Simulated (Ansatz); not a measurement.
**What Pd → Ni does to Pd**

Base system: Pd in the fcc (Cu type) structure (space group Fm-3m, No. 225; a = 3.876 Å).

The change: full substitution Pd → Ni, then cell and atoms are relaxed.

The values are results of PBEsol, PAW, 420 eV (Ansatz, a first-principles code; no SOC), not measurements. Settings: 23×23×23 k-points, 0.05 eV Fermi–Dirac smearing, for the changed cell.

```csv
quantity,base,changed,shift
volume per atom,14.55 Å³,10.38 Å³,-4.17 Å³
density,12.14 g/cm³,9.39 g/cm³,-2.75 g/cm³
lattice parameter a,387.6 pm,346.3 pm,-41.3 pm
space group,Fm-3m (No. 225),Fm-3m (No. 225),–
shortest interatomic distance,274.1 pm,244.9 pm,-29.2 pm
band gap,zero,zero,–
magnetic state,not spin-polarised,ferromagnetic,–
largest site moment,0.00 μB,0.65 μB,+0.65 μB
```

Other magnetic orders, which the real material may have, were not ruled out. Whether these cells are dynamically stable was not tested. Spin-polarised in the final run: Ni; the other runs are not.
